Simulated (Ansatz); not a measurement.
Start from MgS in the rock salt structure (space group Fm-3m, No. 225; a = 5.1292 Å).

All numbers come from LDA (Ansatz, an electronic-structure program; PAW; 420 eV plane waves; no spin-orbit coupling).

Base values:

| Property | Result |
|---|---|
| Volume per atom | 16.87 Å³ |
| Band gap | 2.65 eV |
| Electron mass | 0.53 mₑ along k, 0.28 mₑ across (at X) |
| Smallest direct gap | 3.83 eV |

One thing is altered: cell and atoms relaxed at a pressure of 15 GPa.

Task: Predict the new volume per atom, band gap, electron mass and smallest direct gap.

Result: The volume per atom falls by 2.15 Å³, from 16.87 Å³ to 14.72 Å³; the band gap increases by 0.26 eV to 2.91 eV; the electron mass becomes 0.56 mₑ along k, 0.29 mₑ across (at X) (base: 0.53 mₑ along k, 0.28 mₑ across (at X)); the smallest direct gap grows by 1.229 eV, from 3.83 eV to 5.05 eV.

Load acts through the strain it causes; cell and atoms are relaxed under it. Masses are band curvatures over ±0.01 Å⁻¹ around the edge. Along k means along the line from Γ to the band edge. Whether these cells are dynamically stable was not tested. Competing high-pressure phases were not computed.
